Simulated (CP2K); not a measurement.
Input and output of a self-consistent single point for SrGe₂Ir₂ (I4/mmm, 5 atoms in the cell) (CP2K).

Method of the run: CP2K with PBEsol, GPW, DZVP-MOLOPT-SR-GTH basis, GTH-PBE potentials (GTH_POTENTIALS).

```
CELL_PARAMETERS angstrom
      6.16492     0.00000     0.00000
      3.29775     5.20875     0.00000
     -4.73134    -2.60438     2.97287
ATOMIC_POSITIONS crystal
  Sr 0.00000 0.00000 0.00000
  Ge 0.36871 0.36871 0.00000
  Ge 0.63129 0.63129 0.00000
  Ir 0.25000 0.75000 0.50000
  Ir 0.75000 0.25000 0.50000
```

Reference input (self-consistent single point, DFT PBEsol, GPW, DZVP-MOLOPT-SR-GTH basis, GTH-PBE potentials (GTH_POTENTIALS)): CUTOFF = 500 Ry; REL_CUTOFF = 50 Ry; SMEAR/METHOD = GAUSSIAN; SIGMA = 0.136 eV; KPOINTS/SCHEME = MONKHORST-PACK 7 7 7; XC_FUNCTIONAL = PBE:PBESOL; Sr/BASIS_SET = DZVP-MOLOPT-SR-GTH-q10; Sr/POTENTIAL = GTH-PBE-q10; Ge/BASIS_SET = DZVP-MOLOPT-SR-GTH-q4; Ge/POTENTIAL = GTH-PBE-q4; Ir/BASIS_SET = DZVP-MOLOPT-SR-GTH-q17; Ir/POTENTIAL = GTH-PBE-q17. This run's input differs from it in these lines:

```diff
@@ -40,3 +40,3 @@
     &KPOINTS
-      SCHEME MONKHORST-PACK 7 7 7
+      SCHEME MACDONALD 6 6 6 0.08333333333 0.08333333333 0.08333333333
     &END KPOINTS
```

Output, abridged:

```
 SCF WAVEFUNCTION OPTIMIZATION

  Step     Update method      Time    Convergence         Total energy    Change
     1 NoMix/Diag. 0.20E+00      -     1.89039722      -250.6189826252 -2.51E+02
     2 Broy./Diag. 0.20E+00      -     0.01647972      -249.0747449123  1.54E+00
     3 Broy./Diag. 0.20E+00      -     0.03536763      -249.3076154290 -2.33E-01
     4 Broy./Diag. 0.20E+00      -     0.03346603      -249.6228379507 -3.15E-01
     5 Broy./Diag. 0.20E+00      -     0.00543778      -249.3198350807  3.03E-01
     6 Broy./Diag. 0.20E+00      -     0.00273777      -249.3452679972 -2.54E-02
   [... 5 lines left out ...]
    12 Broy./Diag. 0.20E+00      -     0.00002023      -249.3596957374 -1.12E-04
    13 Broy./Diag. 0.20E+00      -     0.00000075      -249.3596871628  8.57E-06
    14 Broy./Diag. 0.20E+00      -     0.00000219      -249.3596823210  4.84E-06
    15 Broy./Diag. 0.20E+00      -     0.00000008      -249.3596842671 -1.95E-06
  *** SCF run converged in    15 steps ***

  Overlap energy of the core charge distribution:               0.00000004369582
  Self energy of the core charge distribution:               -395.19390736470154
  Core Hamiltonian energy:                                     87.56770492574130
  Hartree energy:                                              86.07392346697803
  Exchange-correlation energy:                                -27.80692383828639
  Smearing free energy correction:                             -0.00048150049881
  Fermi energy:                                                 0.37357500754399

  Total energy:                                              -249.35968426708860
  Total energy (extrapolated to sigma->0):                   -249.35944351683918

   [... lines left out ...]

 STRESS| Analytical stress tensor [bar]
 STRESS|                        x                   y                   z
 STRESS|      x        8.13333861394E+03   1.73571196227E+03  -2.58630864991E-01
 STRESS|      y        1.73571196227E+03   5.93648016308E+03  -1.07706738095E-01
 STRESS|      z       -2.58630864991E-01  -1.07706738095E-01   4.98043233484E+03
 STRESS| 1/3 Trace                                             6.35008370395E+03
```

The run converged in 15 iterations. Against the reference run the free energy hardly moves (within 1 meV/atom), the pressure moves little (0.63 to 0.64 GPa) and the largest force goes from 0.361 to 0.325 eV/Å.

The starting cell comes from a database of computed structures (which also holds hypothetical and non-ambient phases and stackings), without a prior relaxation at this level. Spin polarisation is off. Values carry the incompleteness of an atom-centred basis. The potentials were made for another functional than the one used.

Cost on one core of a shared machine: roughly 60 s.
